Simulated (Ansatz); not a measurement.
Output of an Ansatz run (abridged):

```
WARN the atoms were moved onto the symmetric positions of the space group found under crystal.symmetry.tolerance 1.0e-5 (fractional …
WARN ansatz: RAYON_NUM_THREADS=1 ignored (pool sized by the plan → 1); use --threads N
Pseudopotentials: kind: paw
Pseudopotential: Cr, paw, valence charge 14
Crystal: 2 atoms, lattice volume = 22.967 Å³
Basis set: ecut = 420.4159175005146 eV, 429 PW (Γ)
Bands: 18, of which v1, the nominal top of the filled ones, is band 14 counted from 1 (13 counted from 0)
Symmetry: 12 space group operations
Space group: P-3m1 (ITA 164), of the structure as read, at distance tolerance 2.8e-5 Å
k-points: 192 of 1800
PAW frozen core: Cr, regenerated for the run's functional, and the local potential with it
Initial density: superposition of atomic densities (neutral atoms: chi_scale 0, normalization atom), corrected by the library's trained network
Initial wavefunctions: pseudopotential atomic-orbital guess
Eigensolver: davidson
Functional: x = slater, c = lda
SCF iter   1: F=—  HF=-6645.257441 eV  |F-HF|=—  |Δ(HF+E_count)|=         —  Δρ=8.53e-3  dr2=7.31e-3  ethr=1.77e-3  ⟨swp⟩=3.8  Hψ=12443  notcnv=0
all-band conjugate gradients solve this SCF's bands
preconditioner: auto → none
SCF iter   2: F=—  HF=-6645.256528 eV  |F-HF|=—  |Δ(HF+E_count)|=   9.13e-4  Δρ=5.03e-3  dr2=3.13e-3  ethr=2.61e-5  ⟨swp⟩=1.0  Hψ=4992  notcnv=0
SCF iter   3: F=—  HF=-6645.256074 eV  |F-HF|=—  |Δ(HF+E_count)|=   4.54e-4  Δρ=2.00e-3  dr2=6.08e-4  ethr=1.12e-5  ⟨swp⟩=2.0  Hψ=4594  notcnv=0
SCF iter   4: F=—  HF=-6645.255889 eV  |F-HF|=—  |Δ(HF+E_count)|=   1.85e-4  Δρ=2.25e-4  dr2=7.14e-6  ethr=2.17e-6  ⟨swp⟩=3.0  Hψ=6457  notcnv=0
SCF iter   5: F=—  HF=-6645.255890 eV  |F-HF|=—  |Δ(HF+E_count)|=   1.54e-6  Δρ=5.19e-5  dr2=1.49e-6  ethr=2.55e-8  ⟨swp⟩=2.0  Hψ=4622  notcnv=0
SCF iter   6: F=—  HF=-6645.255890 eV  |F-HF|=—  |Δ(HF+E_count)|=   3.56e-7  Δρ=1.70e-5  dr2=1.23e-7  ethr=5.33e-9  ⟨swp⟩=2.0  Hψ=4851  notcnv=0
SCF iter   7: F=-6645.255890 eV  HF=-6645.255890 eV  |F-HF|=1.04e-9  |Δ(HF+E_count)|=   2.60e-8  Δρ=4.79e-6  dr2=2.77e-9  ethr=3.57e-10  ⟨swp⟩=3.4  Hψ=9658  notcnv=0
SCF 1 converged in 7 iterations: F = -6645.255890 eV  dr2 = 2.77e-9
SCF converged after 7 iterations
Free energy (F): -6645.255890 eV
Harris-Foulkes:  -6645.255890 eV  (|F-HF|=1.04e-9)
Internal energy: -6645.239251 eV  (E = F + TS)
E sigma→0 (E₀):  -6645.247570 eV
Entropy (-TS):   -0.016639 eV (-8.320 meV/atom)
Fermi energy:    19.062259 eV
--- Per-component energies (eV) ---
  E_band       = -285.076383
  E_kinetic    = 689.683073
  E_local      = -2374.395898  (includes V_loc(G=0)·N_el)
  E_nonlocal   = 168.308926
  E_hartree    = 1035.542986
  E_xc         = -278.579783
  E_vxc        = -357.363288  (∫ρ·V_xc dr)
  E_paw        = -2282.956178  (= ΣΔE_a)
  E_vpaw       = -482.395567  (= ΣTr[D̂ρ^β])
  E_aug_tail   = 0.000700  (compensation charges beyond the density's cutoff)
  E_ewald      = -3603.573325
  E_core_change = 0.730249  (= ΣΔE_core)
  E_smearing   = -0.016639  (= −TS)
  E_closure    = 0.000000  (closes the sum)
  Σ components = -6645.255890   (vs F -6645.255890, Δ=0.00e0)
--- Forces (eV/Å), atoms counted from 1 ---
  atom   1  Cr    -0.00000000     0.00000000    -0.55770360
  atom   2  Cr     0.00000000    -0.00000000     0.55770360
  max |Σ_I F_I| component: 0.00e0 eV/Å
--- Stress (GPa, compression-positive) ---
       -4.557216       0.000000      -0.000000
        0.000000      -4.557216      -0.000000
       -0.000000      -0.000000     -10.961496
  P = ⅓ Tr σ = -6.6920 GPa (-66.920 kbar)
  The stress holds the Pulay correction. Without it, at fixed plane waves, as pw.x and ABINIT print it: P = -6.8365 GPa
--- Band table (eV; the first three rows and the last of 192) ---
  k-point 0: bands = ["-51.8759", "-51.7441", "-23.9010", "-23.1695", "-22.9106", "-22.9106", "-22.8463", "-22.8463", "11.3970", "14.8203", "17.5717", "18.6671", "18.6671", "18.6742", "18.9829", "18.9829", "20.2461", "20.2461"]
  k-point 1: bands = ["-51.8711", "-51.7489", "-23.8745", "-23.1977", "-22.9082", "-22.9082", "-22.8487", "-22.8487", "11.5360", "14.7652", "17.5268", "18.3943", "18.6578", "18.6578", "18.9541", "18.9541", "20.3097", "20.3097"]
  k-point 2: bands = ["-51.8576", "-51.7627", "-23.7990", "-23.2771", "-22.9017", "-22.9017", "-22.8553", "-22.8553", "11.9399", "14.5431", "17.3955", "17.8387", "18.6452", "18.6452", "18.8799", "18.8799", "20.4779", "20.4779"]
  k-point 191: bands = ["-51.5712", "-51.5712", "-23.6940", "-23.6940", "-23.6134", "-23.5809", "-23.2538", "-23.2538", "16.6224", "16.6646", "16.6646", "16.8744", "17.8928", "17.8928", "19.2040", "19.4358", "21.3620", "21.3620"]
```

The structure:

```xyz
2
Lattice="2.4363 0.0000 0.0000 -1.2181 2.1099 0.0000 0.0000 0.0000 4.4682" Properties=species:S:1:pos:R:3 pbc="T T T"
Cr     0.0000     1.4066     1.1671
Cr     1.2181     0.7033     3.3512
```

Problem. Reconstruct the input of this run.

Solution. Other spellings and defaults could give the same log, and not every line can be read from it. The input that was run (DFT, LDA (PW92), plane waves, default PAW files made with PBE):

Ansatz 0.2 input:
```yaml
crystal:
  lattice:
    - [2.436259, 0.000000, 0.000000]
    - [-1.218130, 2.109862, 0.000000]
    - [0.000000, 0.000000, 4.468205]
  atoms:
    - { symbol: Cr, position: [0.333333, 0.666667, 0.261190] }
    - { symbol: Cr, position: [0.666667, 0.333333, 0.750000] }
basis:
  ecutwfc: 30.9 Ry
kpoints:
  mp_grid: { grid: [15, 15, 8] }
hamiltonian:
  xc: lda
  pseudopotentials: { kind: paw }
scf:
  occupations: { method: gaussian, width: 0.0073 Ry }
output:
  forces: true
  eigenvalues: true
  stress: true
```

The starting cell comes from a database of computed structures (which also holds hypothetical and non-ambient phases and stackings), without a prior relaxation at this level. Its lattice was rescaled by up to half a per cent. One atom was moved a little off its site on purpose. Spin polarisation is off. With a pressure of about -7 GPa the cell is away from its equilibrium volume at this level. Ansatz's pressure includes its estimate of the finite-basis (Pulay) stress.

Ansatz is a quantum-chemistry and plane-wave program.
